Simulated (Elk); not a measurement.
Band structure of CeNiGe (P6_3/mmc, 6 atoms in the cell).

```
CELL_PARAMETERS angstrom
      4.17062     0.00000     0.00000
     -2.08531     3.61186     0.00000
      0.00000     0.00000     7.61875
ATOMIC_POSITIONS crystal
  Ce 0.00000 0.00000 0.50000
  Ce 0.00000 0.00000 0.00000
  Ni 0.33333 0.66667 0.25000
  Ni 0.66667 0.33333 0.75000
  Ge 0.33333 0.66667 0.75000
  Ge 0.66667 0.33333 0.25000
```

Method of the run: PBEsol, all-electron FP-LAPW, Elk's shipped species files, default APW+lo basis (Elk).

Settings: xctype = 22; rgkmax = 7; stype = 0; swidth = 0.00183747 Ha; ngridk = 6 6 3; rmtscf = 0.89.

The starting cell comes from a database of computed structures (which also holds hypothetical and non-ambient phases and stackings), without a prior relaxation at this level. Spin-orbit coupling is off. Spin polarisation is off. The f electrons are in the valence without U or exact exchange, which can misplace them near the Fermi level. Spin-orbit terms, which matter for f shells, are left out. Values depend on the basis (sphere radii, cutoffs, local orbitals), which need not be converged.

Levels in eV from the Fermi level, bands 39 to 46:
```
point     39     40     41     42    43    44    45    46
-----  -----  -----  -----  -----  ----  ----  ----  ----
Γ      -0.33  -0.33  -0.03  -0.03  0.06  0.22  0.39  0.41
M      -1.56  -0.77  -0.61  -0.20  0.30  0.32  0.32  0.36
K      -1.53  -0.78  -0.60  -0.60  0.31  0.32  0.32  0.33
A      -0.10  -0.10  -0.10  -0.10  0.01  0.01  0.43  0.43
L      -1.18  -1.18  -0.17  -0.17  0.18  0.18  0.34  0.34
H      -1.56  -1.56  -0.22  -0.22  0.16  0.16  0.32  0.32
```

No band crosses the Fermi level by more than 0.03 eV along this path.
